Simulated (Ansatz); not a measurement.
## Effect of uniaxial strain ε_yy = −4.33 % on CaB6

Base system: CaB6 (space group Pm-3m, No. 221; a = 4.127 Å). Axes: x, y, z lie along the cube axes.

Now apply this change: uniaxial strain ε_yy = −4.33 %, all other strain components held at zero; the atoms relax in the strained cell.

Computed with PBEsol (Ansatz, a program for electronic structure), no spin-orbit coupling. Γ-centred 8×8×8 mesh, Fermi–Dirac width 0.05 eV.

```csv
quantity,base,changed,shift
volume per atom,10.04 Å³,9.61 Å³,-0.43 Å³
shortest interatomic distance,1.664 Å,1.584 Å,-0.080 Å
energy relative to the base (free energy F),0 meV/atom,+28 meV/atom,+28 meV/atom
"pressure (mean of the normal stresses, compression positive)",0.0 GPa,7.5 GPa,+7.5 GPa
band gap,zero,zero,–
"stress (xx, yy, zz, yz, xz, xy; compression positive) (rough)",–,"(0.7, 21.3, 0.7, 0.0, 0.0, 0.0) GPa",–
```

Final structure:

```
CaB6
1.0
    4.12713     0.00000     0.00000
    0.00000     3.94842     0.00000
    0.00000     0.00000     4.12713
Ca B
1 6
Cartesian
  0.00000   0.00000   0.00000
  0.82947   1.97421   2.06356
  3.29765   1.97421   2.06356
  2.06356   0.79175   2.06356
  2.06356   3.15667   2.06356
  2.06356   1.97421   0.82947
  2.06356   1.97421   3.29765
```

The mesh was chosen for an insulator and is coarse for the gapless case. Without a gap, meshes like the base's 8×8×8 leave anisotropic stresses uncertain by several tenths of a GPa, and small strain energies with them. No phonon test of stability was made. The final runs are not spin-polarised. Gaps under 0.05 eV, about the width of the smearing, are given as zero. The zero or small gap of CaB6 can change with the level of theory.
